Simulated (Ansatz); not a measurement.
VSi2 under a change: Si → Mn

Base system: VSi$_{2}$ (space group P6_222, No. 180; a = 4.566 Å, c = 6.366 Å).

Now apply this change: full substitution Si → Mn; the structure is relaxed again.

Calculations: PBE/PAW in Ansatz (a first-principles code), no SOC. k-mesh 12×12×8 (Γ-centred); smearing 0.05 eV (Fermi–Dirac).

The volume per atom falls by 0.63 Å³, from 12.77 Å³ to 12.14 Å³ and the density rises by 2.69 g/cm³ to 7.33 g/cm³. The lattice parameter a falls by 0.116 Å (4.566 Å → 4.450 Å) and the c/a ratio rises by 0.038, from 1.394 to 1.432. The space group remains P6_222 (No. 180) and the band gap remains zero. The magnetic state becomes ferrimagnetic (base: non-magnetic) and the largest site moment goes from zero to 1.49 μB.

Final structure:

```
Mn2V
1.0
    4.44998     0.00000     0.00000
   -2.22499     3.85380     0.00000
    0.00000     0.00000     6.37328
V Mn
3 6
Direct
  0.50000   0.00000   0.50000
  0.50000   0.50000   0.83333
  0.00000   0.50000   0.16667
  0.16774   0.33548   0.50000
  0.83226   0.16774   0.83333
  0.66452   0.83226   0.16667
  0.83226   0.66452   0.50000
  0.16774   0.83226   0.83333
  0.33548   0.16774   0.16667
```

The magnetic state is the one reached from the starting moments; the real material's order can differ, and small cells can't hold many antiferromagnetic ones. Stability against distortions was not tested. Seeded moments were not kept for Si → Mn and the base. Spin-polarised in the final run: Mn2V; the other runs are not. An odd electron count without spin: VSi2.
